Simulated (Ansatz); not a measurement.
## TlBr under a change: isotropic strain −2.00 %

Consider TlBr in the CsCl type structure (space group Pm-3m, No. 221; a = 4.053 Å).

Now apply this change: an isotropic linear strain of −2.00 %; the atoms relax in the strained cell.

Level of theory: PBE in Ansatz (plane waves to 420 eV, PAW, no spin-orbit coupling). k-mesh 8×8×8 (Γ-centred); smearing 0.05 eV (Fermi–Dirac).

- Volume per atom: 31.34 Å³ (base 33.29 Å³)
- Shortest interatomic distance: 3.440 Å (base 3.510 Å)
- Energy relative to the base (free energy F): +7.9 meV/atom
- Pressure: 13.8 kbar (base -0.1 kbar)
- Band gap: 1.84 eV (base 1.99 eV)
- Gap character: direct at X (base direct at X)
- Mean gap deformation potential ΔEg/Δln V: +2.6 eV
- Width of the top valence band: 1.97 eV (base 1.68 eV)
- Electron mass: 0.16 mₑ along k, 0.22 mₑ across (at X) (base 0.18 mₑ along k, 0.24 mₑ across (at X))
- Hole mass: 0.25 mₑ along k, 0.47 mₑ across (at X) (base 0.31 mₑ along k, 0.52 mₑ across (at X))
- Valley order (the lowest conduction-band minima on the path, energy above the VBM, named in the base's zone): X along ⟨100⟩ 1.84 eV; R along ⟨111⟩ 2.11 eV (base X along ⟨100⟩ 1.99 eV; R along ⟨111⟩ 2.35 eV)

Final structure:

```
CELL_PARAMETERS angstrom
      3.97215     0.00000     0.00000
      0.00000     3.97215     0.00000
      0.00000     0.00000     3.97215
ATOMIC_POSITIONS crystal
  Tl 0.00000 0.00000 0.00000
  Br 0.50000 0.50000 0.50000
```

Cost of the whole job for the changed cell (relaxation, final SCF and bands): roughly 12 core-seconds.

With Tl present, leaving out spin-orbit coupling can change the band edges. Masses are band curvatures over ±0.01 Å⁻¹ around the edge. Along k means along the line from Γ to the band edge. Whether these cells are dynamically stable was not tested.

Ansatz is a quantum-chemistry and plane-wave program.
